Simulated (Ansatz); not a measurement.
A periodic model of amorphous Ti2Si24O52:

```
TiO26Si12
1.0
   10.38889     0.00000     0.00000
    0.00000    10.38889     0.00000
    0.00000     0.00000    10.38889
Ti Si O
2 24 52
Direct
  0.37219   0.55250   0.74997
  0.16237   0.88324   0.33863
  0.58613   0.31365   0.77825
  0.88530   0.97718   0.23311
  0.85781   0.77404   0.59304
  0.07184   0.95792   0.99628
  0.47533   0.38441   0.30396
  0.17825   0.36164   0.34871
  0.46875   0.73959   0.99413
  0.22827   0.13681   0.14468
  0.87534   0.32623   0.86454
  0.25463   0.10292   0.62457
  0.20461   0.71858   0.08974
  0.77410   0.22454   0.12682
  0.08757   0.54615   0.89429
  0.73315   0.48972   0.28223
  0.74851   0.74641   0.12272
  0.03569   0.27258   0.61291
  0.52987   0.17057   0.51635
  0.59387   0.89402   0.54071
  0.91545   0.77745   0.86373
  0.35718   0.73159   0.54334
  0.99845   0.01917   0.51887
  0.41633   0.90069   0.76718
  0.49960   0.22651   0.05811
  0.96222   0.51255   0.46682
  0.48146   0.80300   0.47883
  0.60270   0.74936   0.07137
  0.13882   0.09829   0.01802
  0.17776   0.84207   0.99534
  0.84412   0.74442   0.99887
  0.94535   0.90386   0.60583
  0.82117   0.47253   0.40978
  0.85540   0.23431   0.99347
  0.37388   0.13904   0.08790
  0.60304   0.03592   0.47337
  0.63336   0.15776   0.10449
  0.23643   0.78399   0.46072
  0.77029   0.87320   0.21759
  0.58023   0.50160   0.32061
  0.99242   0.42693   0.59404
  0.44430   0.87711   0.91846
  0.34724   0.77228   0.70024
  0.36014   0.71226   0.10492
  0.96677   0.44807   0.90987
  0.16559   0.21031   0.69159
  0.48475   0.42367   0.73298
  0.14212   0.58490   0.03848
  0.07505   0.48637   0.35544
  0.53568   0.26746   0.39309
  0.75994   0.36626   0.18933
  0.36262   0.57907   0.56897
  0.84621   0.12672   0.22887
  0.03403   0.68034   0.83220
  0.51504   0.24721   0.90333
  0.31426   0.01635   0.74324
  0.72624   0.81331   0.51736
  0.94498   0.25223   0.75071
  0.23163   0.01525   0.25075
  0.81673   0.75141   0.74374
  0.14272   0.75179   0.23065
  0.99043   0.93852   0.12839
  0.77766   0.61988   0.20787
  0.21260   0.50184   0.80848
  0.94186   0.15947   0.53575
  0.32760   0.41765   0.34474
  0.72708   0.36958   0.82102
  0.94102   0.66399   0.51683
  0.59681   0.21937   0.65094
  0.97354   0.92648   0.87697
  0.45992   0.62686   0.88677
  0.37718   0.14094   0.53657
  0.97774   0.95713   0.36770
  0.15721   0.01352   0.52839
  0.14102   0.27701   0.47176
  0.47835   0.35425   0.14802
  0.17395   0.26666   0.21616
  0.55449   0.91899   0.69241
```

Methods: PBE, scalar-relativistic without spin-orbit coupling (Ansatz, a first-principles code); r2SCAN, scalar-relativistic without spin-orbit coupling (Ansatz); HSE06, scalar-relativistic without spin-orbit coupling (Ansatz). Neutral PBE cell, which sets geometry, pressure and energy: sampling: a 2×2×2 Γ-centred mesh; Fermi-Dirac width 0.02 eV; no spin polarisation. Exact exchange is cut at the faces of this 10 Å cell, which leaves hybrid gaps a finite-size error.

It comes from a melt-quench run on a machine-learned potential (CHGNet), relaxed afterwards by DFT. O atoms were pushed apart under 1.9 Å during the dynamics, to hinder bonds among them. The hot cell started wider than the set density and was brought back towards it in steps. It is the lowest in DFT energy of 2 quenches. It is a model cell: composition and starting density were chosen by hand, and all elements were melted together. No dispersion term was used. Its density started from a set value of 2.38 and ended at 2.37 g/cm³. The simulated quench (nominally 340 K/ps over its main leg) is rapid and tends to freeze in more defects than a deposited or slowly cooled glass has. One small periodic cell is one sample of the glass; other quenches scatter about these values. The volume was free in the relaxation, at fixed shape.

### Question
Give the pressure, the energy against reference phases and the spacing of the highest filled and lowest empty levels.

### Answer

The pressure on a 2×2×2 Γ-centred mesh is 0.02 GPa and the largest force and stress component on that mesh (the relaxation ran on the zone centre alone) comes out as 0.03 eV/Å and 0.8 GPa. The energy relative to alpha cristobalite + anatase TiO2 (lowest mix at this level among the phases computed, not always the ambient ones) is 0.107 eV/atom and the gap between localised states on a 2×2×2 Γ-centred mesh (PBE) is 2.41 eV. The gap between localised states at the zone centre (PBE) is 2.41 eV. The gap between localised states at the zone centre (r2SCAN) is 2.75 eV, the gap between localised states at the zone centre (HSE06) is 4.15 eV and the distance between the nearest levels spread over more than a fifth of the atoms or a third of the atoms of their main element (six at least) (PBE, zone centre) comes out as 5.31 eV.

### Question
At PBE and the zone centre, how localised are the states just below and above the Fermi level (participation number: the atoms over which a state spreads)?

### Answer
The highest filled state is spread over 5.4 atoms' worth, largest on O75, with weights by element (charge in smoothed Voronoi cells) O 0.95, Si 0.05, Ti 0.00. The lowest empty state is spread over 1.7 atoms' worth, largest on Ti2, with weights by element (charge in smoothed Voronoi cells) Ti 0.75, O 0.22, Si 0.02.

At PBE the levels at both edges of the gap are localised (band-tail or defect states), and the nearest spread-out levels lie 5.3 eV apart at the zone centre.

Bonds are counted up to Ti-Ti 3.12 Å, Ti-Si 2.78 Å, Ti-O 2.49 Å, Si-Si 2.60 Å, Si-O 1.96 Å, O-O 1.58 Å. Two cations that share two anions don't count as bonded, nor two that share one unless they lie closer than Ti-Ti 3.04 Å, Ti-Si 2.71 Å, Si-Si 2.38 Å.
